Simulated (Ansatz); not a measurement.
# Ge well of 12 atomic layers along [001] in random Si0.3Ge0.7, interfaces one step of a layer

Prepared with LAMMPS with Tersoff's 1989 multicomponent potential (SiCGe.tersoff): minimisation. Geometry as solved with PBE, support functions at accuracy medium on the grid of 370 eV (Ansatz, an electronic-structure program).

```xyz
648
Lattice="17.02 0.00 0.00 0.00 17.02 0.00 0.00 0.00 51.61" Properties=species:S:1:pos:R:3 pbc="T T T"
Si     0.03     0.03     0.01
Si     1.42     1.40     1.38
Si     2.81     2.80     0.02
Ge     4.22     4.23     1.39
Ge     2.81     0.01     2.85
Si     4.22     1.42     4.29
Ge     0.02     2.77     2.85
Ge     1.43     4.24     4.27
Si     0.01     0.04     5.69
Si     1.37     1.42     7.10
Ge     2.84     2.82     5.74
Si     4.23     4.29     7.14
Ge     2.81     0.02     8.49
Ge     4.22     1.45     9.96
Si     0.03     2.81     8.50
Ge     1.45     4.22     9.93
Ge    -0.01     0.00    11.39
Ge     1.41     1.47    12.81
Si     2.82     2.84    11.38
Ge     4.25     4.21    12.80
Ge     2.86     0.05    14.25
Si     4.29     1.45    15.64
Si    -0.01     2.84    14.23
Ge     1.40     4.24    15.62
Ge     0.00     0.00    17.09
Ge     1.43     1.42    18.52
Ge     2.87     2.82    17.05
Ge     4.25     4.25    18.53
Ge     2.84    -0.01    19.97
Ge     4.25     1.41    21.44
Ge     0.01     2.84    19.99
Ge     1.42     4.26    21.45
Ge     0.00     0.00    22.90
Ge     1.42     1.42    24.36
Ge     2.84     2.83    22.90
Ge     4.26     4.25    24.36
Ge     2.84     0.00    25.82
Ge     4.26     1.42    27.27
Ge     0.00     2.84    25.82
Ge     1.42     4.26    27.28
Ge     0.00     0.00    28.74
Ge     1.42     1.42    30.19
Ge     2.85     2.84    28.74
Ge     4.27     4.25    30.20
Ge     2.84     0.01    31.65
Ge     4.26     1.42    33.11
Ge     0.01     2.83    31.65
Ge     1.43     4.25    33.11
Ge     0.01     0.01    34.58
Si     1.42     1.41    35.98
Ge     2.84     2.83    34.59
Si     4.25     4.24    35.98
Ge     2.77    -0.02    37.40
Ge     4.26     1.35    38.85
Ge     0.00     2.80    37.37
Ge     1.43     4.23    38.80
Ge    -0.01    -0.03    40.21
Ge     1.41     1.40    41.67
Ge     2.86     2.83    40.26
Ge     4.29     4.31    41.64
Ge     2.84    -0.08    43.06
Ge     4.23     1.40    44.48
Si     0.00     2.82    43.06
Ge     1.39     4.23    44.48
Si     0.05    -0.01    45.89
Si     1.41     1.35    47.32
Ge     2.79     2.79    45.94
Ge     4.27     4.23    47.34
Si     2.81     0.04    48.72
Ge     4.21     1.44    50.16
Ge     0.03     2.78    48.73
Ge     1.44     4.21    50.20
Ge     0.00     5.65     0.02
Ge     1.39     7.11     1.45
Ge     2.84     8.51     0.00
Ge     4.27     9.91     1.45
Ge     2.85     5.70     2.86
Si     4.25     7.09     4.28
Si    -0.02     8.50     2.86
Ge     1.38     9.89     4.26
Ge     0.01     5.68     5.69
Ge     1.47     7.07     7.14
Ge     2.88     8.52     5.69
Si     4.24     9.97     7.11
Si     2.85     5.65     8.53
Ge     4.19     7.10     9.97
Ge     0.04     8.54     8.56
Si     1.48     9.92     9.95
Ge     0.04     5.70    11.38
Si     1.42     7.16    12.77
Si     2.81     8.54    11.40
Si     4.20     9.93    12.79
Ge     2.81     5.71    14.17
Ge     4.26     7.10    15.64
Si     0.03     8.49    14.18
Ge     1.42     9.92    15.59
Ge     0.00     5.67    17.08
Ge     1.41     7.09    18.54
Ge     2.82     8.51    17.08
Ge     4.26     9.93    18.52
Ge     2.84     5.67    19.99
Ge     4.25     7.09    21.45
Ge     0.00     8.51    19.99
Ge     1.43     9.93    21.45
Ge     0.00     5.67    22.91
Ge     1.42     7.09    24.36
Ge     2.84     8.51    22.91
Ge     4.26     9.93    24.36
Ge     2.84     5.67    25.82
Ge     4.26     7.09    27.27
Ge     0.00     8.51    25.82
Ge     1.42     9.93    27.28
Ge     0.00     5.67    28.74
Ge     1.42     7.09    30.19
Ge     2.84     8.51    28.73
Ge     4.25     9.92    30.19
Ge     2.84     5.67    31.65
Ge     4.27     7.08    33.11
Ge     0.00     8.52    31.64
Ge     1.40     9.95    33.10
Ge     0.00     5.69    34.53
Ge     1.40     7.12    35.98
Ge     2.83     8.52    34.53
Ge     4.26     9.93    35.98
Ge     2.86     5.66    37.38
Ge     4.29     7.08    38.83
Si    -0.01     8.54    37.38
Ge     1.38     9.94    38.81
Ge    -0.01     5.66    40.23
Ge     1.41     7.11    41.67
Ge     2.85     8.54    40.25
Si     4.27     9.95    41.66
Ge     2.85     5.71    43.11
Si     4.22     7.13    44.53
Ge    -0.04     8.55    43.08
Ge     1.46     9.92    44.54
Ge     0.00     5.74    45.90
Si     1.46     7.10    47.30
Si     2.87     8.49    45.95
Si     4.25     9.90    47.31
Ge     2.83     5.69    48.74
Ge     4.28     7.13    50.14
Ge     0.04     8.47    48.72
Ge     1.43     9.94    50.16
Ge     0.01    11.36     0.01
Ge     1.42    12.80     1.46
Ge     2.84    14.23     0.02
Si     4.23    15.62     1.44
Ge     2.84    11.34     2.87
Ge     4.26    12.77     4.32
Ge     0.00    14.22     2.93
Si     1.40    15.66     4.32
Ge    -0.05    11.35     5.67
Ge     1.41    12.73     7.14
Ge     2.81    14.24     5.72
Si     4.23    15.63     7.12
Si     2.83    11.29     8.53
Ge     4.22    12.73     9.92
Ge    -0.04    14.17     8.55
Ge     1.41    15.60     9.96
Ge     0.04    11.32    11.34
Ge     1.44    12.73    12.83
Ge     2.83    14.17    11.38
Ge     4.25    15.60    12.81
Si     2.87    11.32    14.21
Si     4.23    12.70    15.62
Ge    -0.02    14.16    14.25
Ge     1.44    15.60    15.66
Ge    -0.02    11.35    17.04
Ge     1.42    12.75    18.52
Ge     2.87    14.13    17.05
Ge     4.26    15.59    18.51
Ge     2.84    11.34    19.98
Ge     4.25    12.77    21.44
Ge     0.01    14.18    19.98
Ge     1.42    15.60    21.44
Ge     0.00    11.35    22.90
Ge     1.42    12.76    24.36
Ge     2.84    14.18    22.90
Ge     4.26    15.60    24.36
Ge     2.84    11.35    25.82
Ge     4.25    12.76    27.28
Ge     0.00    14.18    25.81
Ge     1.42    15.60    27.27
Ge     0.00    11.35    28.73
Ge     1.41    12.77    30.19
Ge     2.83    14.19    28.73
Ge     4.25    15.61    30.19
Ge     2.83    11.35    31.64
Ge     4.25    12.76    33.09
Ge    -0.01    14.18    31.66
Ge     1.42    15.61    33.10
Ge    -0.03    11.33    34.59
Ge     1.38    12.80    36.02
Ge     2.83    14.18    34.54
Ge     4.26    15.60    35.99
Ge     2.86    11.39    37.44
Si     4.27    12.77    38.85
Si    -0.02    14.18    37.46
Si     1.38    15.57    38.80
Ge    -0.06    11.37    40.26
Ge     1.43    12.78    41.67
Ge     2.86    14.21    40.21
Si     4.30    15.57    41.64
Ge     2.90    11.35    43.08
Si     4.28    12.79    44.47
Ge     0.00    14.21    43.11
Si     1.41    15.61    44.52
Ge     0.02    11.38    45.94
Si     1.44    12.78    47.32
Ge     2.82    14.17    45.88
Ge     4.22    15.62    47.35
Ge     2.85    11.35    48.70
Ge     4.26    12.77    50.19
Ge     0.04    14.19    48.72
Ge     1.43    15.68    50.17
Ge     5.63    -0.04    -0.02
Ge     7.06     1.41     1.41
Ge     8.47     2.88    -0.01
Ge     9.92     4.26     1.48
Ge     8.53     0.01     2.83
Ge     9.97     1.45     4.25
Ge     5.63     2.81     2.87
Ge     7.08     4.28     4.25
Ge     5.62     0.01     5.69
Ge     7.07     1.45     7.12
Ge     8.53     2.86     5.69
Ge     9.99     4.25     7.13
Ge     8.53     0.03     8.55
Si     9.95     1.44     9.94
Ge     5.66     2.91     8.55
Si     7.10     4.27     9.95
Ge     5.66     0.01    11.38
Ge     7.07     1.45    12.82
Ge     8.50     2.84    11.33
Ge     9.91     4.26    12.79
Ge     8.53    -0.03    14.19
Ge     9.93     1.42    15.65
Si     5.66     2.84    14.27
Si     7.04     4.22    15.64
Ge     5.65     0.04    17.07
Ge     7.08     1.42    18.54
Ge     8.47     2.85    17.06
Ge     9.92     4.25    18.52
Ge     8.51     0.00    19.99
Ge     9.93     1.42    21.45
Ge     5.67     2.84    20.00
Ge     7.09     4.26    21.44
Ge     5.67     0.00    22.90
Ge     7.09     1.42    24.36
Ge     8.51     2.84    22.90
Ge     9.93     4.26    24.36
Ge     8.51     0.00    25.82
Ge     9.93     1.42    27.28
Ge     5.67     2.84    25.81
Ge     7.09     4.25    27.27
Ge     5.67     0.00    28.73
Ge     7.09     1.42    30.19
Ge     8.51     2.84    28.73
Ge     9.92     4.26    30.18
Ge     8.51     0.01    31.66
Ge     9.91     1.45    33.12
Ge     5.69     2.84    31.67
Ge     7.13     4.22    33.15
Ge     5.70     0.01    34.55
Ge     7.15     1.42    35.99
Si     8.55     2.84    34.57
Si     9.91     4.23    35.95
Si     8.47    -0.02    37.46
Ge     9.93     1.36    38.83
Ge     5.65     2.83    37.39
Ge     7.08     4.28    38.82
Si     5.68    -0.06    40.25
Ge     7.09     1.38    41.63
Ge     8.53     2.85    40.25
Si     9.95     4.27    41.63
Ge     8.54    -0.05    43.05
Ge     9.97     1.38    44.50
Ge     5.67     2.82    43.06
Ge     7.11     4.26    44.47
Ge     5.67     0.00    45.91
Ge     7.06     1.45    47.38
Ge     8.53     2.83    45.93
Ge     9.95     4.28    47.33
Ge     8.49    -0.01    48.79
Ge     9.92     1.43    50.20
Si     5.67     2.86    48.79
Si     7.07     4.23    50.15
Ge     5.70     5.65    -0.04
Ge     7.14     7.07     1.42
Si     8.50     8.50    -0.01
Ge     9.89     9.90     1.42
Si     8.52     5.68     2.86
Ge     9.94     7.03     4.31
Ge     5.68     8.46     2.89
Ge     7.06     9.94     4.34
Ge     5.62     5.68     5.70
Ge     7.08     7.10     7.13
Ge     8.56     8.54     5.75
Si    10.00     9.93     7.14
Ge     8.52     5.67     8.56
Ge     9.98     7.15     9.92
Ge     5.62     8.54     8.52
Ge     7.08     9.93     9.96
Ge     5.68     5.66    11.36
Ge     7.08     7.10    12.80
Ge     8.53     8.52    11.38
Ge     9.92     9.97    12.82
Ge     8.46     5.64    14.26
Ge     9.90     7.09    15.67
Ge     5.66     8.57    14.21
Si     7.09     9.96    15.62
Ge     5.69     5.64    17.07
Ge     7.08     7.09    18.52
Ge     8.46     8.55    17.06
Ge     9.91     9.94    18.53
Ge     8.51     5.68    19.98
Ge     9.93     7.09    21.44
Ge     5.66     8.50    19.98
Ge     7.09     9.92    21.44
Ge     5.67     5.68    22.90
Ge     7.09     7.09    24.36
Ge     8.51     8.51    22.90
Ge     9.93     9.93    24.36
Ge     8.51     5.67    25.82
Ge     9.93     7.09    27.27
Ge     5.68     8.51    25.82
Ge     7.09     9.92    27.28
Ge     5.67     5.67    28.73
Ge     7.09     7.08    30.19
Ge     8.51     8.50    28.74
Ge     9.94     9.92    30.19
Ge     8.50     5.66    31.66
Ge     9.92     7.08    33.10
Ge     5.67     8.50    31.65
Ge     7.09     9.92    33.09
Ge     5.68     5.65    34.59
Si     7.10     7.08    35.97
Ge     8.49     8.49    34.56
Ge     9.91     9.94    36.01
Ge     8.52     5.68    37.35
Ge     9.94     7.09    38.87
Ge     5.72     8.49    37.38
Ge     7.14     9.94    38.82
Si     5.69     5.68    40.23
Ge     7.09     7.10    41.62
Si     8.51     8.51    40.24
Ge     9.87     9.94    41.65
Ge     8.55     5.67    43.04
Ge     9.93     7.11    44.54
Ge     5.63     8.51    43.07
Ge     7.12     9.95    44.47
Ge     5.65     5.70    45.88
Ge     7.06     7.16    47.32
Si     8.49     8.53    45.90
Ge     9.90     9.94    47.30
Ge     8.46     5.67    48.76
Ge     9.89     7.09    50.21
Si     5.65     8.56    48.71
Ge     7.11     9.90    50.14
Ge     5.69    11.33    -0.01
Ge     7.09    12.78     1.42
Ge     8.48    14.20    -0.05
Ge     9.94    15.58     1.41
Ge     8.49    11.34     2.88
Ge     9.98    12.72     4.31
Ge     5.64    14.21     2.83
Ge     7.08    15.62     4.26
Si     5.63    11.33     5.74
Ge     7.08    12.73     7.10
Ge     8.50    14.17     5.68
Ge     9.93    15.58     7.12
Ge     8.57    11.34     8.55
Si     9.96    12.76     9.96
Ge     5.64    14.20     8.51
Ge     7.10    15.60     9.96
Ge     5.63    11.32    11.40
Ge     7.11    12.72    12.83
Ge     8.55    14.15    11.38
Si     9.93    15.59    12.76
Si     8.49    11.32    14.25
Ge     9.91    12.76    15.62
Ge     5.65    14.14    14.26
Ge     7.08    15.60    15.66
Ge     5.67    11.34    17.03
Ge     7.08    12.76    18.52
Ge     8.52    14.18    17.10
Ge     9.94    15.60    18.55
Ge     8.50    11.35    19.99
Ge     9.92    12.76    21.45
Ge     5.68    14.19    19.98
Ge     7.09    15.60    21.44
Ge     5.67    11.35    22.90
Ge     7.09    12.76    24.36
Ge     8.51    14.18    22.91
Ge     9.93    15.60    24.36
Ge     8.51    11.35    25.82
Ge     9.93    12.77    27.28
Ge     5.67    14.18    25.82
Ge     7.10    15.60    27.28
Ge     5.67    11.34    28.74
Ge     7.09    12.76    30.19
Ge     8.52    14.19    28.74
Ge     9.94    15.61    30.20
Ge     8.51    11.35    31.64
Ge     9.93    12.77    33.09
Ge     5.67    14.18    31.64
Ge     7.09    15.59    33.09
Ge     5.68    11.35    34.54
Ge     7.11    12.75    36.01
Ge     8.51    14.18    34.55
Ge     9.89    15.63    36.01
Si     8.51    11.35    37.40
Ge     9.90    12.76    38.81
Ge     5.69    14.18    37.47
Si     7.08    15.63    38.85
Ge     5.68    11.38    40.27
Si     7.07    12.79    41.70
Ge     8.49    14.22    40.27
Si     9.98    15.62    41.62
Si     8.47    11.38    43.02
Ge     9.92    12.74    44.42
Si     5.64    14.15    43.04
Ge     7.06    15.55    44.45
Ge     5.63    11.35    45.90
Ge     7.09    12.73    47.37
Ge     8.51    14.15    45.89
Ge     9.93    15.63    47.29
Si     8.51    11.32    48.75
Ge     9.91    12.74    50.15
Ge     5.69    14.21    48.78
Si     7.08    15.61    50.19
Ge    11.37     0.02     0.03
Ge    12.76     1.48     1.49
Ge    14.16     2.85    -0.02
Ge    15.59     4.23     1.45
Ge    14.23     0.03     2.89
Si    15.65     1.40     4.31
Si    11.37     2.89     2.90
Si    12.74     4.25     4.31
Ge    11.36    -0.01     5.70
Ge    12.77     1.40     7.16
Ge    14.19     2.82     5.67
Ge    15.63     4.23     7.12
Si    14.20    -0.01     8.54
Ge    15.62     1.42     9.90
Si    11.34     2.80     8.56
Ge    12.74     4.23     9.93
Ge    11.32     0.00    11.35
Ge    12.79     1.39    12.80
Ge    14.21     2.84    11.36
Ge    15.62     4.27    12.84
Si    14.19    -0.01    14.21
Ge    15.61     1.40    15.60
Ge    11.37     2.85    14.21
Ge    12.80     4.30    15.63
Ge    11.36    -0.01    17.09
Ge    12.77     1.42    18.53
Ge    14.19     2.84    17.07
Ge    15.60     4.25    18.54
Ge    14.18     0.00    19.99
Ge    15.61     1.42    21.44
Ge    11.34     2.83    19.98
Ge    12.76     4.25    21.44
Ge    11.35     0.00    22.91
Ge    12.77     1.42    24.36
Ge    14.19     2.84    22.90
Ge    15.60     4.26    24.36
Ge    14.18     0.00    25.82
Ge    15.60     1.42    27.28
Ge    11.35     2.84    25.82
Ge    12.77     4.25    27.28
Ge    11.35     0.00    28.73
Ge    12.76     1.41    30.20
Ge    14.18     2.83    28.74
Ge    15.60     4.26    30.20
Ge    14.18    -0.01    31.66
Ge    15.61     1.41    33.10
Ge    11.34     2.84    31.64
Ge    12.75     4.25    33.09
Ge    11.33     0.00    34.55
Ge    12.78     1.39    35.99
Ge    14.18     2.83    34.53
Ge    15.60     4.26    35.96
Si    14.16    -0.02    37.41
Ge    15.54     1.40    38.80
Ge    11.32     2.84    37.39
Ge    12.74     4.24    38.88
Si    11.36     0.00    40.27
Si    12.75     1.40    41.62
Si    14.14     2.78    40.26
Ge    15.58     4.18    41.65
Ge    14.14    -0.01    43.07
Ge    15.66     1.40    44.47
Ge    11.35     2.84    43.02
Ge    12.74     4.27    44.51
Si    11.39    -0.02    45.90
Ge    12.79     1.36    47.34
Ge    14.20     2.82    45.91
Ge    15.62     4.26    47.34
Si    14.22    -0.03    48.74
Ge    15.60     1.37    50.18
Ge    11.38     2.84    48.77
Si    12.76     4.25    50.19
Ge    11.35     5.64    -0.01
Ge    12.78     7.08     1.43
Ge    14.20     8.52     0.00
Ge    15.62     9.93     1.46
Ge    14.16     5.64     2.90
Ge    15.58     7.13     4.30
Ge    11.34     8.50     2.87
Ge    12.76     9.94     4.34
Si    11.40     5.67     5.72
Si    12.75     7.12     7.08
Si    14.15     8.50     5.73
Ge    15.54     9.93     7.14
Ge    14.15     5.69     8.49
Ge    15.60     7.10     9.95
Si    11.40     8.53     8.48
Si    12.75     9.92     9.90
Ge    11.35     5.69    11.37
Ge    12.80     7.08    12.81
Ge    14.16     8.55    11.34
Ge    15.63     9.91    12.80
Si    14.21     5.69    14.22
Ge    15.63     7.10    15.60
Ge    11.35     8.50    14.23
Ge    12.78     9.95    15.65
Ge    11.35     5.68    17.10
Ge    12.78     7.10    18.54
Ge    14.21     8.51    17.07
Ge    15.61     9.93    18.53
Ge    14.18     5.67    19.99
Ge    15.60     7.09    21.45
Ge    11.34     8.52    19.98
Ge    12.76     9.93    21.44
Ge    11.35     5.67    22.90
Ge    12.76     7.09    24.36
Ge    14.18     8.51    22.90
Ge    15.60     9.93    24.36
Ge    14.18     5.67    25.82
Ge    15.60     7.09    27.28
Ge    11.34     8.51    25.82
Ge    12.77     9.93    27.27
Ge    11.34     5.67    28.73
Ge    12.76     7.09    30.19
Ge    14.18     8.52    28.74
Ge    15.60     9.94    30.19
Ge    14.18     5.68    31.65
Ge    15.60     7.11    33.09
Ge    11.35     8.50    31.66
Ge    12.77     9.93    33.11
Ge    11.31     5.64    34.56
Ge    12.75     7.09    35.99
Ge    14.21     8.53    34.58
Si    15.62     9.91    36.01
Ge    14.18     5.67    37.43
Ge    15.62     7.15    38.81
Ge    11.38     8.54    37.45
Si    12.79     9.96    38.82
Si    11.32     5.65    40.27
Ge    12.74     7.08    41.64
Ge    14.18     8.57    40.25
Si    15.56     9.97    41.70
Ge    14.21     5.68    43.09
Si    15.60     7.11    44.48
Ge    11.35     8.55    43.10
Si    12.80     9.95    44.44
Si    11.33     5.68    45.91
Ge    12.74     7.07    47.30
Ge    14.17     8.51    45.84
Ge    15.61     9.91    47.32
Ge    14.15     5.65    48.77
Ge    15.61     7.07    50.17
Ge    11.32     8.50    48.74
Ge    12.76     9.93    50.17
Ge    11.35    11.37     0.03
Si    12.79    12.76     1.42
Ge    14.19    14.18     0.02
Ge    15.65    15.64     1.42
Ge    14.19    11.39     2.88
Si    15.60    12.79     4.28
Ge    11.38    14.14     2.83
Ge    12.79    15.58     4.27
Si    11.37    11.33     5.77
Si    12.77    12.69     7.13
Ge    14.18    14.12     5.73
Ge    15.61    15.64     7.10
Si    14.12    11.33     8.55
Ge    15.53    12.74     9.96
Ge    11.37    14.13     8.53
Ge    12.81    15.58     9.95
Ge    11.38    11.36    11.34
Si    12.79    12.78    12.75
Si    14.16    14.16    11.40
Ge    15.56    15.58    12.80
Ge    14.20    11.40    14.21
Si    15.60    12.77    15.66
Ge    11.35    14.18    14.15
Ge    12.78    15.60    15.62
Ge    11.34    11.36    17.09
Ge    12.77    12.77    18.54
Ge    14.20    14.17    17.07
Ge    15.60    15.60    18.54
Ge    14.19    11.35    19.99
Ge    15.60    12.76    21.44
Ge    11.35    14.19    20.00
Ge    12.77    15.61    21.45
Ge    11.34    11.35    22.90
Ge    12.76    12.77    24.36
Ge    14.19    14.18    22.90
Ge    15.60    15.60    24.36
Ge    14.18    11.35    25.81
Ge    15.60    12.77    27.27
Ge    11.35    14.18    25.82
Ge    12.77    15.60    27.27
Ge    11.35    11.34    28.73
Ge    12.77    12.76    30.18
Ge    14.18    14.18    28.73
Ge    15.60    15.60    30.19
Ge    14.18    11.36    31.66
Ge    15.57    12.79    33.14
Ge    11.36    14.18    31.65
Ge    12.78    15.58    33.14
Ge    11.35    11.35    34.54
Ge    12.80    12.79    35.96
Si    14.20    14.20    34.56
Ge    15.59    15.58    36.02
Ge    14.23    11.35    37.42
Si    15.60    12.81    38.82
Ge    11.35    14.20    37.41
Ge    12.79    15.61    38.87
Ge    11.36    11.34    40.22
Ge    12.82    12.76    41.64
Si    14.21    14.15    40.20
Ge    15.57    15.57    41.63
Si    14.18    11.33    43.08
Ge    15.56    12.77    44.49
Ge    11.38    14.23    43.05
Si    12.76    15.61    44.52
Ge    11.38    11.33    45.85
Ge    12.79    12.81    47.27
Si    14.16    14.23    45.86
Ge    15.61    15.62    47.27
Ge    14.19    11.35    48.73
Ge    15.62    12.77    50.17
Ge    11.35    14.20    48.73
Ge    12.80    15.62    50.17
```
